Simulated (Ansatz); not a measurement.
The (111) face of alpha tin can be cut between different planes. Symmetric, stoichiometric slabs relaxed in the 1x1 cell (19.2 Å²): top plane Sn, 0.96 Å over the next in the ideal cut; top plane Sn, 2.88 Å over the next in the ideal cut.

The numbers are results of PBE (plane waves to 420 eV, PAW; Ansatz, a quantum-chemistry and plane-wave program), not measurements.

### Question
Order them by surface energy (lowest first) at the level PBE.

### Answer
the cut with an outer spacing of 0.96 Å (0.64 J/m²), the cut with an outer spacing of 2.88 Å (1.23 J/m²)
